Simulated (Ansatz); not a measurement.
**A computed series for hypothetical fluorite TeO2: pressure series**

Start from TeO$_{2}$ in the fluorite structure (space group Fm-3m, No. 225; a hypothetical phase, not in the database extracts checked).

```xyz
3
Lattice="0.0000 2.6926 2.6926 2.6926 0.0000 2.6926 2.6926 2.6926 0.0000" Properties=species:S:1:pos:R:3 pbc="T T T"
Te     0.0000     0.0000     0.0000
O      1.3463     1.3463     1.3463
O      4.0390     4.0390     4.0390
```

Cell and atoms are relaxed at each pressure.

Level of theory: plane-wave PAW DFT at the PBE level (Ansatz, a quantum-chemistry and plane-wave program, 420 eV), spin-orbit coupling left out, earlier PAW set.

| P (GPa) | V (Å³/atom) |
|---|---|
| -2.00 | 13.182 |
| -1.00 | 13.097 |
| 1.80 | 12.874 |
| 4.20 | 12.698 |
| 9.00 | 12.381 |
| 18.00 | 11.882 |
| 30.00 | 11.346 |
| 45.00 | 10.811 |
| 60.00 | 10.376 |

Fit a third-order Birch–Murnaghan equation of state.

Least squares on P(V) = (3B₀/2)[(V₀/V)^(7/3) − (V₀/V)^(5/3)]·[1 + (3/4)(B₀′ − 4)((V₀/V)^(2/3) − 1)] gives V₀ = 13.01 Å³/atom, B₀ = 163 GPa and B₀′ = 4.3.

Load acts through the strain it causes; cell and atoms are relaxed under it. Whether these cells are dynamically stable was not tested. No other phases were tried under pressure.
